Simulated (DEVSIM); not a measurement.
Structure: abrupt Si n-p junction, at 300 K.

| layer (left to right) | material | thickness (μm) | Nd (cm⁻³) | Na (cm⁻³) | τn (s) | τp (s) |
|---|---|---|---|---|---|---|
| 1 | Si | 0.980 | 7e15 | - | 6e-6 | 6e-6 |
| 2 | Si | 1.30 | - | 1.4e17 | 6e-6 | 6e-6 |

Left contact: ohmic. Right contact: ohmic. Voltage is applied to the left contact. Recombination: SRH at mid-gap, Auger. Mobility is μmin + (μ − μmin)/(1 + (N/Nref)^α).

This is a model device: material constants are rounded textbook-type values typed into the input, and sizes, dopings and lifetimes were drawn at random. Values at 300 K.

```
parameter           Si
-------------  -------
gap (eV)         1.124
affinity (eV)     4.05
permittivity      11.7
Nc (cm⁻³)      2.86e19
Nv (cm⁻³)       3.1e19
μn (cm²/Vs)       1417
μp (cm²/Vs)        470
μn,min              52
μp,min              45
Nref,n          9.7e16
Nref,p          2.2e17
αn                0.68
αp                0.72
Cn (cm⁶/s)     2.8e-31
Cp (cm⁶/s)     9.9e-32
```

Model (solved in DEVSIM): 1D drift-diffusion, Boltzmann statistics, complete ionisation; no tunnelling, impact ionisation, image-force lowering or self-heating.

The thickness of layer 1 was swept, all else fixed.

| thickness of layer 1 (μm) | largest field in the device at zero bias (V/cm) | dark forward voltage at 100 A/cm² (V) | dark forward voltage at 1 A/cm² (V) |
|---|---|---|---|
| 0.2 | 46000 | 0.629 | 0.484 |
| 0.34 | 40000 | [?] | [?] |
| 0.59 | 40000 | 0.676 | 0.544 |
| 0.98 | 40000 | 0.692 | 0.561 |
| 1.7 | 40000 | 0.709 | 0.576 |
| 2.9 | 40000 | 0.725 | 0.590 |
| 4.9 | 40000 | 0.740 | 0.601 |

Problem. What belongs in the gaps?

Solution. 
- 0.34, dark forward voltage at 100 A/cm² (V): 0.655
- 0.34, dark forward voltage at 1 A/cm² (V): 0.519
